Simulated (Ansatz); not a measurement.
Where the default PAW files enter, the runs use the earlier of Ansatz's two default sets.

**Evanescent states of MoSe$_{2}$ (P6_3/mmc, 6 atoms a cell, 19.7 Å³ an atom) along the normal of (001)**

Level of theory: PBEsol (plane waves, PAW; Ansatz, a quantum-chemistry and plane-wave program).

The gap is the functional's own. No spin-orbit coupling. Mid-gap values are those at the computed energy nearest the middle.

Energies count from the valence-band top; κ is the least over a 12×12 mesh across the current.

```tsv
E (eV)	κ (1/Å)	where
0.03	0.116	Γ
0.09	0.210	Γ
0.15	0.211	off Γ
0.21	…	off Γ
0.27	…	off Γ
0.33	…	off Γ
0.39	…	off Γ
0.45	…	off Γ
0.51	…	off Γ
0.57	0.132	off Γ
0.63	0.108	off Γ
0.69	0.073	off Γ
```

Fill in the missing entries.


- 0.21, κ (1/Å): 0.205
- 0.27, κ (1/Å): 0.197
- 0.33, κ (1/Å): 0.188
- 0.39, κ (1/Å): 0.178
- 0.45, κ (1/Å): 0.166
- 0.51, κ (1/Å): 0.151
